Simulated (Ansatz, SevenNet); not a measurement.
**How well does each level of theory give the c axis length of C11b MoSi₂?**

Reference value: 7.845 Å (measured, temperature not stated, no zero-point or thermal correction; as tabulated in Pavlosiuk et al. (2022), arXiv:2202.05362).

```csv
level (code),value (Å),difference (%)
SevenNet-l3i5,7.873,+0.36
LDA (Ansatz),7.777,-0.87
PBE (Ansatz),7.873,+0.36
PBE-D4 (Ansatz),7.804,-0.52
PBE0 (Ansatz),7.796,-0.62
```

The reference's temperature isn't stated, so close values are not ranked against it.

The reference isn't brought to a static lattice, while the calculations are for one, so the differences are not the levels' errors alone.  PBE0: the run has no spin polarisation, so it can have missed a magnetic state. Cutoffs and k meshes differ between the levels. Ansatz's density-functional and Hartree–Fock values are scalar-relativistic unless marked +SOC, with PAW data made under PBE.

Machine-learned potentials (SevenNet-l3i5) are trained on DFT data: a solid inside that data is no test of them.

Differences are worked out from the printed values.

Ansatz is a program for electronic structure.
